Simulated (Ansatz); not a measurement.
The parent structure is BN in the zinc blende structure (space group F-43m, No. 216).

```xyz
2
Lattice="0.0000 1.8026 1.8026 1.8026 0.0000 1.8026 1.8026 1.8026 0.0000" Properties=species:S:1:pos:R:3 pbc="T T T"
N      2.7038     2.7038     2.7038
B      0.0000     0.0000     0.0000
```

The values are results of Ansatz (an electronic-structure program), PBEsol, PAW, cutoff 420 eV, no spin-orbit coupling, earlier PAW set, not measurements.

For the base:

The hole mass is 0.52 mₑ (at Γ) and the band gap comes out as 4.29 eV. The gap character is indirect, Γ → X.

One thing is altered: an isotropic linear strain of −4.00 %; the atoms relax in the strained cell.

Question: Predict the new hole mass.

Answer: The hole mass (degenerate bands, along [100]) goes from 0.52 mₑ (at Γ) to 0.48, 0.48, 0.56 mₑ (at Γ).

Question: How does this affect the band gap?

Answer: The band gap increases by 0.12 eV (4.29 eV → 4.41 eV).

Question: What happens to the gap character?

Answer: The gap character is still indirect, Γ → X.

Question: How does this affect the energy relative to the base?

Answer: The energy grows by 113 meV/atom.

Effective masses come from finite differences of ±0.01 Å⁻¹. No phonon test of stability was made.
